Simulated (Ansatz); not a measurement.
Worked example: relaxation of the atoms of Zr₂Ga (Fmm2, 6 atoms in the cell) in Ansatz (a first-principles code).

Computed with LDA (PW92), default PAW files made with PBE (plane waves; Ansatz).

The change in words: one atom moved by 0.15 angstrom; relax: default → atoms; relax.f_tol: default → 0.2 eV/Å. Reference geometry:
```xyz
6
Lattice="-3.3279 3.3279 2.7281 3.3279 -3.3279 2.7281 3.3279 3.3279 -2.7281" Properties=species:S:1:pos:R:3 pbc="T T T"
Zr     1.0241     4.3520     0.0000
Zr     2.3039    -1.0241     2.7281
Zr     2.3039     1.0241     0.0000
Zr     1.0241     2.3039     2.7281
Ga     0.0000     0.0000     1.3641
Ga     0.0000     0.0000     4.0922
```

Reference input (self-consistent single point, DFT, LDA (PW92), plane waves, default PAW files made with PBE): basis.ecutwfc = 420 eV; kpoints.mp_grid.grid = 7 7 7; hamiltonian.xc = lda; hamiltonian.pseudopotentials = {kind: paw} (the program's default PAW files); scf.occupations.method = gaussian; scf.occupations.width = 0.1 eV. This run's input differs from it in these lines:

```diff
@@ -6,3 +6,3 @@
   atoms:
-    - { symbol: Zr, position: [0.653860, 0.153860, 0.807720] }
+    - { symbol: Zr, position: [0.669796, 0.169796, 0.839591] }
     - { symbol: Zr, position: [0.346140, 0.846140, 0.192280] }
@@ -25,2 +25,4 @@
     width: 0.1
+relax:
+  f_tol: 0.2
 output:
```

Output (repeated stretches shortened):

```
   [... SCF lines of the steps left out ...]
relax step   1: F+E_penalty+E_count = -23726.78470148 eV  Δ(F+E_penalty+E_count) = +0.000e0 eV  max|allowed force component| = 4.875e-1 eV/Å  Δτ_max = 0.0000 Å  (6 SCF iters, dr2 threshold 1.00e-4 eV, accepted)
relax step   2: F+E_penalty+E_count = -23726.79395029 eV  Δ(F+E_penalty+E_count) = -9.249e-3 eV  max|allowed force component| = 4.512e-1 eV/Å  Δτ_max = 0.1928 Å  (7 SCF iters, accepted)
relax step   3: F+E_penalty+E_count = -23726.83827921 eV  Δ(F+E_penalty+E_count) = -4.433e-2 eV  max|allowed force component| = 4.234e-3 eV/Å  Δτ_max = 0.0683 Å  (7 SCF iters, accepted)
the relaxation is at rest under the 4 symmetry operations that the run kept from its start: a minimum is not shown …
Free energy (F): -23726.838279 eV
Internal energy: -23726.813592 eV  (E = F + TS)
E sigma→0 (E₀):  -23726.825936 eV
Entropy (-TS):   -0.024687 eV (-4.115 meV/atom)
Fermi energy:    13.047270 eV
--- Forces (eV/Å), atoms counted from 1 ---
  atom   1  Zr     0.00210519     0.00210519     0.00000000
  atom   2  Zr    -0.00116662    -0.00116662     0.00000000
  atom   3  Zr     0.00320563    -0.00423417     0.00000000
  atom   4  Zr    -0.00423417     0.00320563     0.00000000
  atom   5  Ga     0.00004426     0.00004426     0.00000000
   [... lines left out ...]
    - { symbol: Zr, position: [0.15671995550190365, 0.34862090530620077, 0.5053408608081045] }
    - { symbol: Zr, position: [0.8486209053062006, 0.6567199555019038, 0.5053408608081045] }
    - { symbol: Ga, position: [0.25266362315231145, 0.25266362315231145, 0.005327246304622979] }
    - { symbol: Ga, position: [0.7526636231523115, 0.7526636231523115, 0.005327246304622979] }
```

The run converged.  The full log also holds: “iter 5 did not close the SCF: its close was put off for the readings that it lacked (scf_convergence_deferred on its scf_iter line)”.

Summary of the result:
```
Property                                                  Value
-----------------------------------------------  --------------
Free energy E − TS (on the zero of these files)  -23726.8383 eV
Fermi level (on the code's own zero)                   13.05 eV
Pressure                                              -5.58 GPa
Largest force (vector length)                        0.005 eV/Å
Relaxation steps                                              3
```

The starting cell comes from a database of computed structures (which also holds hypothetical and non-ambient phases and stackings), without a prior relaxation at this level. Its lattice was rescaled by up to half a per cent. For this run, on top of that: one atom moved by 0.15 angstrom. The relaxation keeps the symmetry of its start, so its end need not be a minimum. Ansatz's pressure includes its estimate of the finite-basis (Pulay) stress.

Cost on one core of a shared machine: roughly 90 s.

Keys are those of Ansatz 0.2.
